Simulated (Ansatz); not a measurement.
# CuGaSe2: energy against strain

CuGaSe2 (chalcopyrite, I-42d, 20.787 Å³/atom and stress up to 0.01 GPa in the relaxed cell, c along z) under a strain ε along c (axis z), the other axes held. LDA in Ansatz, a plane-wave DFT program (PAW, default set), 420 eV, 9×9×9 Γ-centred mesh, Fermi-Dirac smearing 0.05 eV; ions are relaxed, or left where forces stay under 0.02 eV/Å, within the symmetry of each cell.

Here s stands for strain and y for E less E0.

```csv
strain (%),E less E0 (meV/atom)
-1.50,1.56
-0.75,0.38
0.00,0.00
0.75,0.38
1.50,1.52
3.00,?
```

**Question.** Fit y against s with a parabola, and predict the withheld value at s = 3.00.

**Answer.** Least squares gives y = -0.003 - 0.0107·s + 0.6857·s². Residuals (row less fit): 0.004, -0.011, 0.003, 0.005, -0.004; standard error 0.010 (degrees of freedom: 2). Twice the quadratic coefficient over the volume, 2 × 0.6857 meV × 10⁴ × 0.1602 / 20.787 Å³, is the elastic constant C33 = 105.7 ± 0.7 GPa (± standard error of the fit, which holds the terms cut off). At the withheld row, y = -0.003 - 0.0107 × 3.00 + 0.6857 × 3.00² = 6.136 meV/atom. The calculation gives 5.96 meV/atom, 0.176 meV/atom below the prediction (3.0 % of the range of y in the table). The row lies outside the fitted rows, so this is an extrapolation. From the scatter of the fitted rows alone, a prediction at this place has a standard error of 0.039 meV/atom, so the miss is 4.5 times that.

A polynomial of degree 3 through the 8 other runs of the series gives 5.96 there, so most of the miss is curvature that the fit leaves out. Rows are the converged runs of the series near zero and its far end; series whose fitted rows scatter by over a few per cent of the range, as at a crossing or softening among them, aren't shown in this form, nor equations of state whose B0' disagrees with the runs' pressures. Most that stay on the fit to the last digits aren't either.
